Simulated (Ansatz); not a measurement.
PbF2: stress against strain

PbF2 (fluorite, Fm-3m, 17.103 Å³/atom at rest) under an equal strain ε in the (001) plane with the normal axis free, as in a coherent film. PBEsol in Ansatz, a plane-wave DFT program (PAW, default set), 420 eV, 10×10×10 Γ-centred mesh, Fermi-Dirac smearing 0.05 eV; ions are relaxed within the symmetry of each cell. Stress is positive for a compressed cell.

Here s stands for strain and y for stress xx.

```csv
strain (%),stress xx (GPa)
-1.50,1.66
-1.00,1.10
-0.50,0.55
0.00,-0.01
0.50,-0.56
1.00,-1.10
1.50,-1.65
3.00,?
```

Taking a straight line for y over the 7 complete rows: Means: s 0, y -0.001. About the means, the sum of products is -7.7200 and the sum of squares of s is 7.0000; the slope is their ratio. Least squares gives y = -0.001 - 1.1029·s. Residuals (row less fit): 0.007, -0.002, 0.000, -0.009, -0.008, 0.004, 0.005; standard error 0.007 (degrees of freedom: 5). The slope gives the biaxial elastic modulus of this plane = 110 ± 0.3 GPa.

What does the fit predict for y at s = 3.00, and how far is the calculated value from it?

y = -0.001 - 1.1029 × 3.0 = -3.310 GPa. The calculation gives -3.27 GPa, 0.040 GPa above the prediction (0.8 % of the range of y in the table). The row lies outside the fitted rows, so this is an extrapolation. From the scatter of the fitted rows alone, a prediction at this place has a standard error of 0.011 GPa, so the miss is 3.6 times that.

One order more, fitted to all 13 runs of the series, follows each within 0.01, so the miss is the next term of a smooth law. PbF2 is here the β form. Rows are the converged runs of the series near zero and its far end; series whose fitted rows scatter by over a few per cent of the range, as at a crossing or softening among them, aren't shown in this form. Most that stay on the fit to the last digits aren't either.
